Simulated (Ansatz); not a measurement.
The starting structures come from a database of crystals and need not be the phases stable at ambient conditions.

 Where the default PAW files enter, the runs use the earlier of Ansatz's two default sets.

```
O2Si
1.0
    4.03184     0.00000     0.00000
    0.00000     4.97963     0.00000
    0.00000     0.00000     4.43662
Si O
4 8
Cartesian
  2.01592   3.24826   3.32746
  2.01592   1.73137   1.10915
  0.00000   4.22118   1.10915
  0.00000   0.75845   3.32746
  2.94687   1.90431   2.57310
  1.08497   3.07532   1.86351
  3.10089   0.58550   0.35480
  0.93095   4.39412   4.08182
  0.93095   0.58550   1.86351
  3.10089   4.39412   2.57310
  1.08497   1.90431   4.08182
  2.94687   3.07532   0.35480
```

Space group of this cell: Pbcn. The cell is strained (all lengths scaled by 0.98); by r2SCAN its mean pressure is 11.1 GPa.

Transport runs along the normal of the first two printed cell vectors.

The gap is the functional's own. No spin-orbit coupling. Mid-gap values are interpolated on the energy grid.

Task: State the band gap and the smallest decay constant κ at mid-gap according to r2SCAN (Ansatz, a program for electronic structure).

Result: Gap 7.35 eV on a 8×6×8 mesh; κ = 0.442 1/Å, at the zone centre.
